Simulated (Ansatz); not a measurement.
Partial pair distribution functions of a relaxed model of amorphous Si24O51In2, broadened by 0.06 Å; density 2.51 g/cm³. Computed with PBE, scalar-relativistic without spin-orbit coupling (plane waves to 420 eV, PAW; Ansatz, an electronic-structure program).

A CHGNet melt-quench gave the starting glass, which DFT then relaxed. O atoms were pushed apart under 1.9 Å during the dynamics, to hinder bonds among them. The hot cell started wider than the set density and was brought back towards it in steps. It is the lowest in DFT energy of 2 quenches. It is a model cell: composition and starting density were chosen by hand, and all elements were melted together. No dispersion term was used. Its density started from a set value of 2.47 and ended at 2.51 g/cm³. Cooling (nominally 320 K/ps over its main leg) ran many orders faster than in experiment, which tends to leave more defects and strain. A cell of this size samples the disorder only roughly. The volume was free in the relaxation, at fixed shape. Stress components on the final sampling reach 2.3 GPa.

```tsv
r (Å)	g Si-O	g O-In	g Si-Si	g O-O
1.40	0.02	0.00	0.00	0.00
1.50	1.89	0.00	0.00	0.00
1.60	14.56	0.00	0.00	0.00
1.70	9.45	0.00	0.00	0.00
1.80	0.65	0.03	0.00	0.00
1.90	0.01	1.88	0.00	0.00
2.00	0.00	8.18	0.00	0.00
2.10	0.00	3.00	0.00	0.00
2.20	0.00	0.09	0.00	0.00
2.30	0.00	0.02	0.00	0.01
2.40	0.00	0.49	0.00	0.21
2.50	0.00	1.11	0.00	1.57
2.60	0.00	1.13	0.00	4.56
2.70	0.00	1.16	0.15	5.29
2.80	0.07	1.00	0.95	2.27
2.90	0.15	0.21	2.68	0.68
3.00	0.11	0.08	4.09	0.65
3.10	0.23	0.88	3.92	0.65
3.20	0.50	0.80	2.63	0.53
3.30	0.77	0.43	0.79	0.58
3.40	1.13	0.72	0.04	0.63
3.50	1.32	0.61	0.00	0.62
3.60	1.39	0.94	0.00	0.53
3.70	1.35	0.45	0.03	0.66
3.80	1.27	1.38	0.26	0.63
3.90	1.52	0.82	0.20	0.63
4.00	1.73	0.48	0.30	0.84
4.10	1.70	0.98	0.45	0.89
4.20	1.67	1.13	0.98	0.60
4.30	1.28	1.78	1.30	0.75
4.40	1.08	1.59	1.36	0.79
4.50	0.95	1.18	1.13	0.85
4.60	0.73	2.13	1.07	1.21
4.70	0.50	1.00	0.60	1.22
4.80	0.48	0.54	0.90	1.23
4.90	0.84	1.35	1.18	1.39
5.00	0.79	1.41	1.41	1.53
5.10	0.83	1.10	1.55	1.34
5.20	0.98	1.03	1.38	1.27
```

Within 1.90 Å each Si has 4.00 O neighbours on average.
